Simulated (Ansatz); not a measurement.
BP: point defects

Take a 16-atom supercell of BP in the zinc blende structure (space group F-43m, No. 216; a = 4.5485 Å) at its relaxed geometry as the base.

One neutral defect a cell, atoms relaxed at fixed cell.

All numbers come from PBE in Ansatz (plane waves to 420 eV, PAW, no spin-orbit coupling).

```json
[
 {"change": "perfect supercell", "largest displacement of a host atom from its site in the perfect cell": "–", "pressure": "0.0 GPa"},
 {"change": "P on a B site (antisite)", "largest displacement of a host atom from its site in the perfect cell": "[?]", "pressure": "7.8 GPa"},
 {"change": "P vacancy, symmetric start", "largest displacement of a host atom from its site in the perfect cell": "0.19 Å", "pressure": "-0.8 GPa"},
 {"change": "P interstitial (started 1.97 Å from the nearest host atom)", "largest displacement of a host atom from its site in the perfect cell": "1.12 Å", "pressure": "[?]"},
 {"change": "B vacancy", "largest displacement of a host atom from its site in the perfect cell": "[?]", "pressure": "[?]"}
]
```

Task: Complete the table.

Result: 
- P on a B site (antisite), largest displacement of a host atom from its site in the perfect cell: 0.21 Å
- P interstitial (started 1.97 Å from the nearest host atom), pressure: 15.8 GPa
- B vacancy, largest displacement of a host atom from its site in the perfect cell: 0.03 Å
- B vacancy, pressure: -1.2 GPa

The magnetic state is the one reached from the starting moments; the real material's order can differ, and small cells can't hold many antiferromagnetic ones. In so small a cell the defect repeats every few ångströms: this is an ordered compound, not a dilute defect. A case with no gap was solved on a k-mesh chosen for an insulator, which is coarse for it. Defects with a symmetric start kept the site's symmetry and may sit on a saddle; the others started slightly shaken. Starting moments died away, wholly or in part, for P on a B site (antisite), P vacancy and P interstitial (started 1.97 Å from the nearest host atom); another magnetic solution may exist.

Ansatz is a program for electronic structure.
